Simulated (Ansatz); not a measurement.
Given:

```
Hf3N4
1.0
    0.00000     4.50628     4.49071
    4.50628     0.00000     4.49071
    4.50628     4.50628     0.00000
Hf N
6 8
Direct
  0.12500   0.12500   0.62500
  0.12500   0.62500   0.12500
  0.12500   0.12500   0.12500
  0.62500   0.12500   0.12500
  0.75000   0.75000   0.75000
  0.50000   0.50000   0.50000
  0.36764   0.36764   0.89820
  0.88348   0.35180   0.88236
  0.36764   0.36764   0.36652
  0.35180   0.88348   0.88236
  0.36652   0.89820   0.36764
  0.88236   0.88236   0.35180
  0.89820   0.36652   0.36764
  0.88236   0.88236   0.88348
```

No spin polarisation.

Level of theory: PBEsol (Ansatz, an electronic-structure program; PAW; 420 eV plane waves; without spin-orbit coupling). Settings: 5×5×5 k-points, 0.05 eV Fermi–Dirac smearing.

Predict the smallest direct gap and band gap.


```json
{
 "smallest_direct_gap": "0.92 eV",
 "band_gap": "0.77 eV"
}
```

With Hf present, leaving out spin-orbit coupling can change the band edges. Load acts through the strain it causes; cell and atoms are relaxed under it. Stability under load was not tested beyond the relaxation. The cell was made from Hf3N4 (space group Fd-3m, No. 227; a cell from a computed database, its experimental status unchecked) by this change: uniaxial stress, 0.5 GPa compression along z.
